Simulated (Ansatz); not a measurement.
Antifluorite K₂Te, treated with PBE0 (Ansatz, a quantum-chemistry and plane-wave program, plane waves, PAW).

Run with plane-wave cutoff 460 eV, 6×6×6 k mesh, Fermi–Dirac smearing 0.01 eV, scalar-relativistic PAW data made under PBE.

Results at a series of volumes:

```csv
V (Å³/atom),E − E_lowest (meV/atom),P (GPa)
43.531,5.31,0.793
44.677,1.20,0.367
45.556,0.00,0.077
46.968,1.16,-0.329
48.114,4.55,-0.613
```

### Question
Estimate the bulk modulus from the pressures at 45.556 and 46.968 Å³/atom, and compare it with a fit to all energies.

### Answer
B = −V dP/dV. Between V = 45.556 and 46.968 Å³/atom, dP/dV = (-0.329 − (0.077))/(46.968 − 45.556) = -0.288 GPa per Å³/atom; at the midpoint 46.262 Å³/atom this gives B ≈ 13.3 GPa. The third-order Birch–Murnaghan fit gives V0 = 45.807 Å³/atom, B0 = 13.9 GPa, B′ = 4.4, which lies 5 % above that estimate.

Note: the relaxation could not lower the start's symmetry, so the cell can be a saddle point above a distorted one.

Spin–orbit coupling is not included.
